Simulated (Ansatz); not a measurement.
**Y, response to strain**

The parent structure is Y in the hcp (Mg type) structure (space group P6_3/mmc, No. 194; a = 3.652 Å, c = 5.703 Å; relaxed with 0.1 eV smearing).

Strains are applied to the cell and any free atomic positions relax.

Method: DFT with PBE, PAW potentials and a 420 eV plane-wave cutoff in Ansatz (an electronic-structure program), spin-orbit coupling left out.

Candidates:
(a) isotropic strain +1.00 %
(b) isotropic strain −2.50 %
(c) isotropic strain −1.50 %
(d) isotropic strain +3.00 %
(e) isotropic strain −3.00 %

Notes on the quantities. energy relative to the base: free energy F.

Order them by energy relative to the base, lowest first.

(a) isotropic strain +1.00 % (+3.6 meV/atom), (c) isotropic strain −1.50 % (+8.7 meV/atom), (b) isotropic strain −2.50 % (+25 meV/atom), (d) isotropic strain +3.00 % (+31 meV/atom), (e) isotropic strain −3.00 % (+36 meV/atom)

Stability against distortions was not tested. All final runs are without spin polarisation.
